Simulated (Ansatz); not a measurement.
Consider a 16-atom cell of (Zr,Nb)N started in the rock salt structure, site fractions Zr 0.375, Nb 0.625, short-range order -0.07 in the first shell of the mixed sites (0 is random, a negative value favours unlike neighbours), space group R-3m at the end, an ordered arrangement that its symmetry holds. Its start:

```xyz
16
Lattice="-0.0006 4.5035 4.5035 4.5029 0.0000 4.5029 4.5029 4.5029 0.0000" Properties=species:S:1:pos:R:3 pbc="T T T"
Nb     0.0000     0.0000     0.0000
Nb     2.2515     2.2515     0.0000
Nb     2.2515     0.0000     2.2515
Nb     4.5029     2.2515     2.2515
Zr    -0.0003     2.2518     2.2518
Nb     2.2512     4.5032     2.2518
Zr     2.2512     2.2517     4.5032
Zr     4.5026     4.5032     4.5032
N      2.2562     2.2516     2.2467
N      4.5028     4.4982     2.2467
N      4.5103     2.2441     4.4956
N      6.7591     4.4981     4.5030
N      2.2461     4.5082     4.5034
N      4.4950     6.7623     4.5108
N      4.5025     4.5082     6.7596
N      6.7491     6.7548     6.7597
```

The mixing enthalpy is taken against the end members in the rock salt type (which need not be the stable form of NbN), relaxed in the same cell and mesh, with NbN held in the symmetric form, which may not be a minimum.

These are PBE (plane waves to 420 eV, PAW; Ansatz, a quantum-chemistry and plane-wave program) values and carry that method's errors. No spin–orbit coupling; the runs are not spin-polarised. Its k-point mesh 5×5×5, Fermi–Dirac width 0.05 eV.

| end member | weight | volume per atom (Å³) |
|---|---|---|
| ZrN | 0.375 | 12.13 |
| NbN | 0.625 | 10.81 |

Predict the alloy's volume, bond lengths and mixing enthalpy.

The volume per atom is 11.26 Å³. The N–Nb bonds is 2.232 Å on average, from 2.225 to 2.243 (30) and the N–Zr bonds comes out as 2.257 Å on average, from 2.255 to 2.258 (18). The mixing enthalpy per site of the mixed sublattice comes out as -20 meV and the departure of the mean lattice parameter from Vegard's line comes out as under 0.15 %, inside the noise of the relaxations.
